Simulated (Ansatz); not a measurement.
Take Au in the fcc (Cu type) structure (space group Fm-3m, No. 225; relaxed with 0.1 eV smearing) as the base.

```
CELL_PARAMETERS angstrom
      0.00000     2.02383     2.02383
      2.02383     0.00000     2.02383
      2.02383     2.02383     0.00000
ATOMIC_POSITIONS crystal
  Au 0.00000 0.00000 0.00000
```

Cartesian axes are those of the cell as printed.

All numbers come from LDA/PAW in Ansatz (a quantum-chemistry and plane-wave program), no SOC.

It is then changed as follows: uniaxial strain ε_zz = −3.00 %, all other strain components held at zero, atoms relaxed at fixed cell.

Predict the stress tensor and what it implies for the stiffness.

Stress of the strained cell less that of the base (GPa, compression positive):
```
    6.2     0.0     0.0
    0.0     6.2     0.0
    0.0     0.0     7.1
```

Then −Δσ_ii/ε with ε = -0.0300 gives secant stiffness values (nonlinear terms included at this strain): C33 ≈ 236 GPa, C13 ≈ 206 GPa and C23 ≈ 206 GPa.

As a check, the harmonic strain energy −½ V₀ Δσ:ε is 11 meV/atom; the computed energy rise is 11 meV/atom.

Stability against distortions was not tested.
